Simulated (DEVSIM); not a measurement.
Structure: abrupt In0.53Ga0.47As n-p junction, at 250 K.

| layer (left to right) | material | thickness (μm) | Nd (cm⁻³) | Na (cm⁻³) | τn (s) | τp (s) |
|---|---|---|---|---|---|---|
| 1 | In0.53Ga0.47As | 0.220 | 1.7e15 | - | 9.1e-10 | 9.1e-10 |
| 2 | In0.53Ga0.47As | 1.20 | - | 1.4e16 | 9.1e-10 | 9.1e-10 |

Left contact: ohmic. Right contact: ohmic. Voltage is applied to the left contact. Recombination: SRH at mid-gap, radiative. Mobility is μmin + (μ − μmin)/(1 + (N/Nref)^α).

The device is made up for the run: typed textbook-type constants, with dimensions and the other settings drawn at random. Values at 300 K; Nc and Nv go as T^1.5, mobilities as T to minus their exponent, the gap by Varshni's rule with the affinity fixed.

```csv
parameter,In0.53Ga0.47As
gap (eV),0.74
affinity (eV),4.51
permittivity,13.9
Nc (cm⁻³),2.1e17
Nv (cm⁻³),7.7e18
μn (cm²/Vs),12000
μp (cm²/Vs),300
"μn,min",300
"μp,min",10
"Nref,n",1.3e17
"Nref,p",4.9e17
αn,0.48
αp,0.4
T exponent of μn,1.6
T exponent of μp,1.6
B (cm³/s),9.6e-11
Varshni α (eV/K),0.00035
Varshni β (K),190
```

Model (solved in DEVSIM): 1D drift-diffusion, Boltzmann statistics, complete ionisation; no tunnelling, impact ionisation, image-force lowering or self-heating.

The thickness of layer 2 was swept, all else fixed.

```json
[
 {"thickness of layer 2 (μm)": "0.24", "dark forward voltage at 1 A/cm² (V)": "0.332", "dark forward voltage at 100 A/cm² (V)": "0.444"},
 {"thickness of layer 2 (μm)": "0.42", "dark forward voltage at 1 A/cm² (V)": "0.338", "dark forward voltage at 100 A/cm² (V)": "(withheld)"},
 {"thickness of layer 2 (μm)": "0.72", "dark forward voltage at 1 A/cm² (V)": "0.341", "dark forward voltage at 100 A/cm² (V)": "0.463"},
 {"thickness of layer 2 (μm)": "1.2", "dark forward voltage at 1 A/cm² (V)": "0.343", "dark forward voltage at 100 A/cm² (V)": "0.473"},
 {"thickness of layer 2 (μm)": "2", "dark forward voltage at 1 A/cm² (V)": "0.344", "dark forward voltage at 100 A/cm² (V)": "0.485"},
 {"thickness of layer 2 (μm)": "3.6", "dark forward voltage at 1 A/cm² (V)": "0.345", "dark forward voltage at 100 A/cm² (V)": "0.504"},
 {"thickness of layer 2 (μm)": "6", "dark forward voltage at 1 A/cm² (V)": "0.346", "dark forward voltage at 100 A/cm² (V)": "0.533"}
]
```

Task: Fill in the missing entries.

Result: 
- 0.42, dark forward voltage at 100 A/cm² (V): 0.454
